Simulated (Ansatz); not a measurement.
Base system: MgInGaO$_{4}$ (space group R3m, No. 160; a = 3.344 Å, c = 25.299 Å (hexagonal axes); a hypothetical phase, not in the database extracts checked).

Now apply this change: a hydrostatic pressure of 3 GPa.

Levels (all Ansatz, a first-principles code, PAW): PBEsol (420 eV, no SOC); HSE06 (420 eV, no spin-orbit coupling).

The geometry is relaxed with PBEsol.

| Quantity | Result |
|---|---|
| PBEsol lowest conduction level above the VBM at special points | Γ 2.19 eV; T 3.35 eV; L 5.82 eV |

With HSE06 at the same geometry, the lowest conduction level above the VBM at special points becomes Γ 3.83 eV; T 4.91 eV; L 7.68 eV (PBEsol: Γ 2.19 eV; T 3.35 eV; L 5.82 eV).

Single points use the geometry relaxed with PBEsol. HSE06 was sampled on its mesh, a few special points and the semilocal edge points, so its gap is an upper bound. The levels and masses belong to the bands next to the band gap. Load acts through the strain it causes; cell and atoms are relaxed under it. Stability against distortions was not tested.
